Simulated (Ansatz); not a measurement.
Ba (model structure, started from the diamond type, Fd-3m, No. 227, 2 atoms in the cell) was calculated with r²SCAN in Ansatz (plane waves, PAW).

Settings: plane-wave cutoff 560 eV, 12×12×12 k mesh, Fermi–Dirac smearing 0.05 eV, scalar-relativistic PAW data made under PBE.

Cell (relaxed at this level):

```cif
data_Ba8
_chemical_formula_sum 'Ba8'
_space_group_name_H-M_alt 'Fd-3m :1'
_space_group_IT_number 227
_space_group_name_Hall 'F 4d 2 3 -1d'
_cell_length_a 7.56581
_cell_length_b 7.56581
_cell_length_c 7.56581
_cell_angle_alpha 90.000
_cell_angle_beta 90.000
_cell_angle_gamma 90.000
loop_
_atom_site_label
_atom_site_type_symbol
_atom_site_symmetry_multiplicity
_atom_site_Wyckoff_symbol
_atom_site_fract_x
_atom_site_fract_y
_atom_site_fract_z
_atom_site_occupancy
Ba1 Ba 8 b 0.50000 0.50000 0.50000 1
```
(The calculation used a cell of 2 atoms; values per cell refer to that cell.)

Q: Estimate the bulk modulus B0 that the calculation returns.

A: 
* **bulk modulus B0**: 12.9 GPa

The run finds no gap.

Note: the bulk modulus is −V dP/dV from two relaxed cells at ±2 % in volume; the relaxation could raise the start's symmetry but not lower it, so the cell can be a saddle point.

Spin–orbit coupling is not included.

Computed values are for the static lattice.

It cost roughly 100 core-seconds of CPU time.

A model structure was made by putting elements into a prototype or built by hand; it is no filed structure, need not be a known phase, and can be a saddle point held by its symmetry.

Ansatz is an electronic-structure program.
